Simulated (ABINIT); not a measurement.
**Pressure against volume in Ga (space group 64) (ABINIT, PBEsol)**

```yaml
crystal:
  lattice:
    - [2.19438, -3.71880, 0.00000]
    - [2.19438, 3.71880, 0.00000]
    - [0.00000, 0.00000, 4.39847]
  atoms:
    - { symbol: Ga, position: [0.15490, 0.84510, 0.91900] }
    - { symbol: Ga, position: [0.34510, 0.65490, 0.41900] }
    - { symbol: Ga, position: [0.65490, 0.34510, 0.58100] }
    - { symbol: Ga, position: [0.84510, 0.15490, 0.08100] }
```

Level of theory: PBEsol, norm-conserving pseudopotentials (PseudoDojo nc-sr-04 PBEsol standard) (plane waves; ABINIT 10.0.3). Settings: pseudos = [Ga.upf]; ecut = 52 Ha; ixc = -116133; occopt = 3; tsmear = 0.00183747 Ha; ngkpt = 6 6 5; nshiftk = 1; shiftk = 0 0 0; potentials = PseudoDojo nc-sr-04 PBEsol standard; nband = 34; kptopt = 1; nstep = 50; toldfe = 1e-09 Ha. The cell above is the first row's. The rows scale it uniformly. In all rows fractional positions and the k mesh are held.

```csv
V (Å^3/atom),P (GPa)
17.9468,?
18.3369,2.73
18.7271,1.28
19.1172,0.00
19.5074,-1.14
19.8975,-2.16
20.2877,-3.06
20.6778,-3.86
```

Fit P of the 7 rows that show it with a cubic. With u = V - 19.5, the rows have u = -1.1631, -0.7729, -0.3828, 0.0074, 0.3975, 0.7877, 1.1778. Least squares gives P = -1.123 - 2.7634·u + 0.4224·u² - 0.0421·u³. Residuals (row less fit): 0.001, -0.005, 0.001, 0.003, -0.003, -0.002, 0.001; standard error 0.004 (degrees of freedom: 3). The fitted pressure is zero at V0 = 19.12, where dP/dV = -3.106, so B0 = -V0·dP/dV = 59.4 GPa.

Problem. Predict the withheld P at V = 17.9468 from the fit, and compare with the calculation.

Solution. u = -1.5532, so P = -1.123 - 2.7634 × (-1.5532) + 0.4224 × (-1.5532)² - 0.0421 × (-1.5532)³ = 4.346 GPa. The calculation gives 4.41 GPa, 0.064 GPa above the prediction (0.8 % of the range of P in the table). The row lies outside the fitted rows, so this is an extrapolation. From the scatter of the fitted rows alone, a prediction at this place has a standard error of 0.012 GPa, so the miss is 5.3 times that.

Carrying the step between the two nearest rows on in a straight line would have given 4.18, off by 0.23; series whose last step already gives the withheld value aren't shown. The scan was laid around a cell of about the measured size, scaled by a guess for this functional; axis ratios and inner coordinates come from that cell. The runs keep the symmetry of the cell, so they don't test it for distortions. The shape of the cell and the inner coordinates aren't relaxed, so V0 and B0 belong to this uniform scaling; a relaxed crystal lies no higher in energy and is usually softer (forces reach 0.13 eV/Å in these rows). 1 of the planned runs didn't end soundly and are left out. Cutoffs and mesh are single choices, not tested for convergence of this quantity. Series with a scatter that would blur these digits, or in which a gap closes, are not shown.

Terms beyond the fitted order, or numerical noise in single rows, can give a miss of this size; the table doesn't tell which.
